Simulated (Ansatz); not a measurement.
**Response to strain in AlN**

The reference is AlN in the wurtzite structure (space group P6_3mc, No. 186; a = 3.114 Å, c = 4.983 Å). Axes: x lies along a and z along c of the hexagonal cell.

Strains are applied to the cell and any free atomic positions relax; under biaxial strain the out-of-plane vector relaxes too.

Computed with Ansatz (a quantum-chemistry and plane-wave program), PBEsol, PAW, cutoff 420 eV, spin-orbit coupling left out.

Notes on the quantities. in-plane stress: mean in-plane stress (compression positive).

```tsv
variant	in-plane stress	band gap	width of the top valence band	ratio −ε⊥/ε∥
base	–	4.09 eV	2.41 eV	–
biaxial strain −3.00 %, plane normal [001], relaxed out of plane	+15.2 GPa	4.47 eV	2.43 eV	0.57
biaxial strain −2.40 %, plane normal [001], relaxed out of plane	+11.9 GPa	4.45 eV	2.37 eV	0.57
biaxial strain −1.80 %, plane normal [001], relaxed out of plane	+8.7 GPa	4.43 eV	2.32 eV	0.58
biaxial strain −1.20 %, plane normal [001], relaxed out of plane	+5.7 GPa	4.34 eV	2.33 eV	0.59
biaxial strain −0.60 %, plane normal [001], relaxed out of plane	+2.8 GPa	4.22 eV	2.37 eV	–
```

Whether these cells are dynamically stable was not tested.
